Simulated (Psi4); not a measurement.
Psi4 1.11, BP86/def2-svpd: Ta(NMe)(F)(OH)2 (C[N]=[Ta]([OH])([OH])[F]), 11 atoms. The geometry is a generated start, not checked to be a minimum at this level.

| Property | Value |
|---|---|
| task | energy |
| method | bp86 |
| basis | def2-svpd |
| memory | 3 GB |
| maxiter | 100 |
| keys of the molecule block | symmetry c1 |
| scf_type | df (default) |
| e_convergence | 1e-06 (default) |
| d_convergence | 1e-06 (default) |
| dft_radial_points | 75 (default) |
| dft_spherical_points | 302 (default) |
| effective core potentials | those of the basis set, past Kr |
| basis functions | 184 |
| grid points | 238060 |

```xyz
11

Ta     0.1752     0.5507     1.0585
N      0.2817    -0.2184    -0.5572
C      0.2603    -0.9858    -1.7446
H      1.2713    -1.3219    -1.9989
H     -0.3775    -1.8706    -1.6288
H     -0.1214    -0.3909    -2.5825
F      2.0260     0.8216     1.5579
O     -0.6226     2.2391     0.7483
H     -0.9966     2.7537     0.0327
O     -0.6731    -0.4668     2.3338
H     -1.2234    -1.1107     2.7808
```

Charge 0 and multiplicity 1 are set for this test and not shown to be the ground state.

With the defaults (diis_max_vecs = 10, diis = true, scf_initial_accelerator = adiis, damping_percentage = 0, guess = auto, which took SAD, soscf = false, soscf_start_convergence = 0.01, level_shift = 0, level_shift_cutoff = 0.01, diis_start = 1) it converges in 12 SCF iterations. One run each on 2 threads, with these changes:
- guess = sapgau
- damping_percentage = 20
- diis = false, scf_initial_accelerator = none, damping_percentage = 60
- diis_max_vecs = 3
- guess = huckel
- level_shift = 0.1, level_shift_cutoff = 0.001
- diis_start = 4
- soscf = true, soscf_start_convergence = 0.001
- guess = sap

Q: Which runs fail or end elsewhere than the default run?

A: No convergence: diis_max_vecs = 3; diis = false, scf_initial_accelerator = none, damping_percentage = 60 (the run ends without SCF convergence in 100 iterations). The rest reach the solution of the defaults.

| setting | SCF iterations | JK calls | end |
|---|---|---|---|
| soscf = true, soscf_start_convergence = 0.001 | 9 | 20 | same solution |
| the defaults | 12 | 13 | same solution |
| level_shift = 0.1, level_shift_cutoff = 0.001 | 12 | 13 | same solution |
| guess = huckel | 14 | 58 | same solution |
| guess = sap | 18 | 18 | same solution |
| diis_start = 4 | 20 | 21 | same solution |
| guess = sapgau | 23 | 23 | same solution |
| damping_percentage = 20 | 23 | 24 | same solution |
| diis_max_vecs = 3 | 100 | 101 | no convergence |
| diis = false, scf_initial_accelerator = none, damping_percentage = 60 | 100 | 101 | no convergence |

An SOSCF iteration holds several JK calls; a Hückel guess adds calls on atoms. 1 further run of the study ended by our limits or in an error and is left out.
